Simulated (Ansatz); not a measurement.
A constructed model of the (100) surface of fcc Ni, ferromagnetic, a pseudomorphic layer of Cu in the host's stacking (bottom of the slab: a bare face, its two planes held)

Calculation: PBE (plane waves to 420 eV, PAW; Ansatz, a first-principles code).

Model: 7-atom slab, 10.8 Å thick at the start, 15x15x1 mesh, Fermi-Dirac 0.1 eV, dipole correction, 2 atoms held, the rest relaxed; symmetry of the start imposed; spin-polarised, ending with about 3.7 μB a cell; orders that need a larger cell were not tried, no spin-orbit, no U. It is one candidate, not shown to be the stable structure of the face.

The work function of the top face is 4.65 eV, the energy released by relaxation is 0.10 eV and the magnetic moment of the cell is 3.75 μB. The cost is around 9 core-minutes (rough).
